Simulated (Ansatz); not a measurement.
**Nb5Si3 (space group P6_3/mcm, No. 193)**

```cif
data_Nb10Si6
_chemical_formula_sum 'Nb10 Si6'
_space_group_name_H-M_alt 'P63/mcm'
_space_group_IT_number 193
_space_group_name_Hall '-P 6c 2'
_cell_length_a 7.50751
_cell_length_b 7.50751
_cell_length_c 5.22350
_cell_angle_alpha 90.000
_cell_angle_beta 90.000
_cell_angle_gamma 120.000
loop_
_atom_site_label
_atom_site_type_symbol
_atom_site_symmetry_multiplicity
_atom_site_Wyckoff_symbol
_atom_site_fract_x
_atom_site_fract_y
_atom_site_fract_z
_atom_site_occupancy
Nb1 Nb 6 g 0.24934 0.24934 0.75000 1
Nb2 Nb 4 d 0.33333 0.66667 0.00000 1
Si1 Si 6 g 0.39359 0.39359 0.25000 1
```

Method: Ansatz (a quantum-chemistry and plane-wave program) PBEsol, no spin-orbit coupling. k-mesh 6×6×7 (Γ-centred); smearing 0.05 eV (Fermi–Dirac).

The volume per atom is 15.94 Å³, the density comes out as 7.15 g/cm³ and the band gap is zero. The total energy is -3043.362 eV/atom (σ→0; compares only within this code and set-up).

Stability against distortions was not tested. The final runs are not spin-polarised.
